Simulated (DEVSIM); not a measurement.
Device: Pd/Al2O3/p-Ge capacitor, at 300 K.

| layer (left to right) | material | thickness (nm) | Na (cm⁻³) |
|---|---|---|---|
| 1 | Al2O3 | 14.0 | - |
| 2 | Ge | 4700 | 1.6e16 |

Metal gate on the left, work function 5.2 eV. Fixed charge at the semiconductor interface 1.1e10 cm⁻² (in units of +e); no interface traps.

Constants are typed, rounded textbook-type inputs, not results; the design itself was drawn at random and stands for no fabricated device. Values at 300 K.

```tsv
parameter	Al2O3	Ge
gap (eV)	6.8	0.664
affinity (eV)	1.35	4
permittivity	9	16
Nc (cm⁻³)	-	1.04e19
Nv (cm⁻³)	-	6e18
```

DEVSIM, 1D Poisson equation in equilibrium, Boltzmann statistics, complete ionisation; no quantum confinement or tunnelling. Metal contacts follow the ideal Schottky-Mott rule: no Fermi-level pinning, no interface dipoles.

The interface trap density was swept, all else fixed.

```json
[
 {"interface trap density (cm^-2 eV^-1)": "0", "flat-band voltage (V)": "0.69", "minimum of the low-frequency capacitance (μF/cm²)": "0.0795", "threshold voltage (band bending 2φF) (V)": "1.12"},
 {"interface trap density (cm^-2 eV^-1)": "1e10", "flat-band voltage (V)": "0.69", "minimum of the low-frequency capacitance (μF/cm²)": "0.0807", "threshold voltage (band bending 2φF) (V)": "1.12"},
 {"interface trap density (cm^-2 eV^-1)": "1e11", "flat-band voltage (V)": "0.68", "minimum of the low-frequency capacitance (μF/cm²)": "0.0905", "threshold voltage (band bending 2φF) (V)": "1.13"},
 {"interface trap density (cm^-2 eV^-1)": "3e11", "flat-band voltage (V)": "0.68", "minimum of the low-frequency capacitance (μF/cm²)": "0.112", "threshold voltage (band bending 2φF) (V)": "1.14"},
 {"interface trap density (cm^-2 eV^-1)": "1e12", "flat-band voltage (V)": "0.67", "minimum of the low-frequency capacitance (μF/cm²)": "0.174", "threshold voltage (band bending 2φF) (V)": "1.20"},
 {"interface trap density (cm^-2 eV^-1)": "2e12", "flat-band voltage (V)": "0.66", "minimum of the low-frequency capacitance (μF/cm²)": "0.239", "threshold voltage (band bending 2φF) (V)": "1.28"}
]
```

From the first row to the last the flat-band voltage goes from 0.69 to 0.66. From the first row to the last the minimum of the low-frequency capacitance goes from 0.0795 to 0.239.
